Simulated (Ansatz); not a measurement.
The parent structure is GaN (space group P4_2/mnm, No. 136; a hypothetical phase, not in the database extracts checked).

```
GaN
1.0
    5.47037     0.00000     0.00000
    0.00000     5.47037     0.00000
    0.00000     0.00000     3.18290
Ga N
4 4
Direct
  0.32061   0.67939   0.00000
  0.67939   0.32061   0.00000
  0.82061   0.82061   0.50000
  0.17939   0.17939   0.50000
  0.31752   0.31752   0.00000
  0.68248   0.68248   0.00000
  0.18248   0.81752   0.50000
  0.81752   0.18248   0.50000
```

All numbers come from PBEsol, PAW, 420 eV (Ansatz, a quantum-chemistry and plane-wave program; no spin-orbit coupling).

For the base:

```
Quantity                       Result
----------------------------  -------
Gap between the host's bands  1.87 eV
```

The change: 0.667 electrons added to each cell, a density of 7.0×10^21 cm⁻³, with a uniform compensating background at fixed cell and a 300 K Fermi–Dirac width.

Problem. Predict the new Fermi level from band edge, gap between the host's bands and largest internal atomic displacement.

Solution. The Fermi level relative to the doped band's edge (positive inside the band; to 0.05 eV) comes out as +2.30 eV; the gap between the host's bands drops by 0.138 eV (1.87 eV → 1.74 eV); the largest internal atomic displacement amounts to 0.018 Å.

Carriers are added with a uniform compensating background; total energy and stress of such cells depend on the potential's zero and are not compared; many-body gap narrowing is missing at this level. No phonon test of stability was made.
